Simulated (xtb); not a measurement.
xtb 6.7.1, GFN1-xTB: 2-butanone (CCC(C)=O), 13 atoms. The geometry is a generated start, not checked to be a minimum at this level.

```
Property                   Value
-----------------  -------------
run flags                 --grad
method                  GFN1-xTB
--acc                1 (default)
--etemp (K)        300 (default)
basis functions               36
valence electrons             30
```

```xyz
13

C      1.5407     0.2788    -0.3691
C      0.6154    -0.6652     0.4013
C     -0.7796    -0.6468    -0.1943
C     -1.6254     0.5418     0.1807
O     -1.1699    -1.5141    -0.9339
H      2.5551     0.1969     0.0141
H      1.2187     1.3127    -0.2677
H      1.5495     0.0182    -1.4249
H      1.0028    -1.6830     0.3329
H      0.5765    -0.3659     1.4496
H     -1.1930     1.4464    -0.2466
H     -1.6544     0.6607     1.2610
H     -2.6364     0.4195    -0.2031
```

One run each on 1 thread. Values of broydamp tried: 0.02, 0.05, 0.1, 0.2, 0.4 (default), 0.6, 0.8, 1.

Task: How does the count of SCC iterations change with broydamp, and where is it least?

Result: Fewest SCC iterations, within one of each other: 0.4 (default) with 10, 0.6 with 9. The count rises to 18 at 0.02. All converge to one solution.

| broydamp | SCC iterations | end |
|---|---|---|
| 0.02 | 18 | same solution |
| 0.05 | 17 | same solution |
| 0.1 | 15 | same solution |
| 0.2 | 13 | same solution |
| 0.4 (default) | 10 | same solution |
| 0.6 | 9 | same solution |
| 0.8 | 11 | same solution |
| 1 | 12 | same solution |
